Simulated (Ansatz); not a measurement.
# GaAs in the rock salt structure (space group Fm-3m, No. 225; a hypothetical phase, not in the database extracts checked)

Space group Fm-3m (No. 225); a = b = c = 5.3922 Å, α = β = γ = 90.00°

| atom | site | symmetry | x | y | z |
|---|---|---|---|---|---|
| As | 4a | m-3m | 0.0000 | 0.0000 | 0.0000 |
| Ga | 4b | m-3m | 0.5000 | 0.5000 | 0.5000 |
(The calculation used a cell of 2 atoms; values per cell refer to that cell.)

Computed with PBE (Ansatz, a program for electronic structure; PAW; 420 eV plane waves; no spin-orbit coupling), earlier PAW set. Γ-centred 15×15×15 mesh, Fermi–Dirac width 0.05 eV.

```yaml
volume_per_atom: 19.60 Å³
density: 6.13 g/cm³
band_gap: zero
total_energy: -4319.610 eV/atom (σ→0; compares only within this code and set-up)
```

Stability against distortions was not tested. All final runs are without spin polarisation.
